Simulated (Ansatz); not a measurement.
ZnSe (F-43m), r2SCAN with spin-orbit coupling, rigid bands run with Ansatz (a program for electronic structure): Condition of this run: hydrostatic pressure 2 GPa (the target of the relaxation). band gap 1.87 eV, N_c = 1.23e18 cm⁻³ and N_v = 2.65e19 cm⁻³ at 300 K, conductivity masses of 0.137 mₑ (electrons) and 0.657 mₑ (holes). Take k_BT = 0.02585 eV.

**Question.** Find the intrinsic carrier density and the intrinsic Fermi level.

**Answer.** n_i = √(N_c N_v) exp(−E_g/2k_BT) = 5.71e18 × exp(−36.17) = 1.1e3 cm⁻³. The level lies (k_BT/2) ln(N_v/N_c) = 40 meV from mid-gap (positive towards the conduction band). Each 0.1 eV added to the gap lowers n_i by a factor of 6.9.

**Question.** What built-in voltage has an abrupt junction with N_A = 1e16 and N_D = 1e17 cm⁻³, all dopants ionised?

**Answer.** V_bi = E_g/e − (k_BT/e) ln(N_c N_v/(N_A N_D)) = 1.87 − 0.02585 × 10.39 = 1.60 V. It follows the computed gap one for one.

**Question.** What thermal injection velocity √(2k_BT/πm) limits a ballistic channel?

**Answer.** 1.45e7 cm/s for electrons and 6.64e6 cm/s for holes, a ratio of √(m_h/m_e) = 2.19, for dilute carriers.

Rigid, parabolic bands with the computed gap; masses take one relaxation time for all states.
